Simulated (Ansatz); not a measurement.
Consider the following.

```
CELL_PARAMETERS angstrom
      3.57688     0.00000     0.00000
      1.78844     3.09767     0.00000
      0.00000     0.00000    22.30127
ATOMIC_POSITIONS crystal
  O  0.66667 0.16667 0.33568
  Hf 0.33333 0.83333 0.37090
  O  0.00000 0.50000 0.40355
  O  0.33333 0.83333 0.46695
  Hf 0.00000 0.50000 0.50000
  O  0.66667 0.16667 0.53305
  O  0.00000 0.50000 0.59645
  Hf 0.66667 0.16667 0.62910
  O  0.33333 0.83333 0.66432
```

No spin polarisation.

Computed with DFT with r2SCAN, PAW potentials and a 500 eV plane-wave cutoff in Ansatz (a program for electronic structure), spin-orbit coupling left out. Γ-centred 11×11×1 mesh, Fermi–Dirac width 0.05 eV. The cell is a slab with vacuum along z.

Q: Predict the gap character and layer's space group.

A: Gap character: direct at M
Layer's space group (with vacuum): P-3m1 (No. 164)

With Hf present, leaving out spin-orbit coupling can change the band edges. No phonon test of stability was made. The cell was made from HfO2 in the fluorite structure (space group Fm-3m, No. 225) by this change: a free-standing slab of 3 layers (9 atoms, 3 a layer) is cut normal to [111], with 15 Å of vacuum and the in-plane cell held at bulk. This is not the structure that HfO2 has at room temperature and ambient pressure.
